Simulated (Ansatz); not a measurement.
We consider TiO2 (C2/m, No. 12, 12 atoms in the cell; start mp-554278; a measured phase of this formula has another space group), described by HSE06 (Ansatz, a first-principles code, PAW).

Numerical settings: plane-wave cutoff 460 eV, 6×6×4 k mesh (along the axes of the cell as run), Fermi–Dirac smearing 0.01 eV, no spin polarisation, scalar-relativistic PAW data made under PBE.

Cell (relaxed with PBEsol):

Space group C2/m (No. 12); a = 12.161 Å, b = 3.730 Å, c = 6.533 Å, α = γ = 90.00°, β = 106.95°

```tsv
atom	site	symmetry	x	y	z
Ti	4i	m	0.1951	0.0000	0.2836
Ti	4i	m	0.1009	0.0000	0.7085
O	4i	m	0.0583	0.0000	0.3700
O	4i	m	0.3617	0.0000	0.2949
O	4i	m	0.1337	0.0000	0.0035
O	4i	m	0.2638	0.0000	0.6518
```
(The calculation used a cell of 12 atoms; values per cell refer to that cell.)

Give the computed band gap and smallest direct gap on the k points sampled.


- band gap = 4.40 eV (indirect)
- smallest direct gap on the k points sampled = 4.61 eV

Note: cell and atoms aren't relaxed at this level (largest force component 0.37 eV/Å, pressure -1.0 GPa).

It cost about 16 core-minutes (a rough figure) of CPU time.

A start named mp-… is a Materials Project structure, which need not be a measured phase.
